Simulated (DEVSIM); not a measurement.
System: abrupt In0.53Ga0.47As p-n junction, at 400 K.

Layer 1 from the left is In0.53Ga0.47As, thickness (μm) 9.00, Na (cm⁻³) 2.3e15, τn (s) 4.1e-10, τp (s) 4.1e-10. Layer 2 from the left is In0.53Ga0.47As, thickness (μm) 0.780, Nd (cm⁻³) 6.5e16, τn (s) 4.1e-10, τp (s) 4.1e-10.

Left contact: ohmic. Right contact: ohmic. Voltage is applied to the left contact. Recombination: SRH at mid-gap. Mobility is constant in doping.

The device is made up for the run: typed textbook-type constants, with dimensions and the other settings drawn at random. Values at 300 K; Nc and Nv go as T^1.5, mobilities as T to minus their exponent, the gap by Varshni's rule with the affinity fixed.

In0.53Ga0.47As: gap (eV) 0.74, affinity (eV) 4.51, permittivity 13.9, Nc (cm⁻³) 2.1e17, Nv (cm⁻³) 7.7e18, μn (cm²/Vs) 12000, μp (cm²/Vs) 300, T exponent of μn 1.6, T exponent of μp 1.6, Varshni α (eV/K) 0.00035, Varshni β (K) 190.

Task: Estimate by hand the built-in potential, the peak field at zero bias, and compare with a numerical solution.

Result: 
- Built-in potential: ni = √(Nc Nv) exp(−Eg/2kT) = 6.65e13 cm⁻³ with Eg = 0.709 eV; Vbi = kT/q ln(Na Nd/ni²) = 0.359 V; numerical 0.359 V.
- Peak field at zero bias: depletion approximation: W = √(2εVbi/(qN)) = 0.499 μm with N = 2.22e15 cm⁻³; field = 2Vbi/W = 14400 V/cm; numerical 18100 V/cm (estimate below by 21 %).

Simulated with DEVSIM: 1D drift-diffusion, Boltzmann statistics, complete ionisation; no tunnelling, impact ionisation, image-force lowering or self-heating.
